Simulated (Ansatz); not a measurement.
Pressure series in Ge

Start from Ge in the diamond structure (space group Fd-3m, No. 227; a = 5.6762 Å).

Cell and atoms are relaxed at each pressure.

All numbers come from PBEsol, PAW, 420 eV (Ansatz, an electronic-structure program; no spin-orbit coupling).

Notes on the quantities. enthalpy: H = E + PV relative to the base's energy.

```json
[
 {"change": "base", "enthalpy": "–", "shortest interatomic distance": "2.458 Å"},
 {"change": "pressure −2 GPa", "enthalpy": "-0.29 eV/atom", "shortest interatomic distance": "2.484 Å"},
 {"change": "pressure −1 GPa", "enthalpy": "-0.14 eV/atom", "shortest interatomic distance": "2.470 Å"},
 {"change": "pressure 0.9 GPa", "enthalpy": "+0.13 eV/atom", "shortest interatomic distance": "2.447 Å"},
 {"change": "pressure 2.1 GPa", "enthalpy": "+0.30 eV/atom", "shortest interatomic distance": "2.434 Å"},
 {"change": "pressure 4.5 GPa", "enthalpy": "+0.62 eV/atom", "shortest interatomic distance": "[?]"},
 {"change": "pressure 9 GPa", "enthalpy": "+1.21 eV/atom", "shortest interatomic distance": "2.374 Å"},
 {"change": "pressure 15 GPa", "enthalpy": "+1.97 eV/atom", "shortest interatomic distance": "2.335 Å"},
 {"change": "pressure 22.5 GPa", "enthalpy": "+2.86 eV/atom", "shortest interatomic distance": "2.295 Å"},
 {"change": "pressure 30 GPa", "enthalpy": "+3.71 eV/atom", "shortest interatomic distance": "2.262 Å"}
]
```

Task: What belongs in the blanks?

Result: 
- pressure 4.5 GPa, shortest interatomic distance: 2.410 Å

Load acts through the strain it causes; cell and atoms are relaxed under it. No phonon test of stability was made. Measured, Ge leaves this structure (for the β-tin structure) near 10.6 GPa (room temperature; as listed in arXiv:1906.07825).
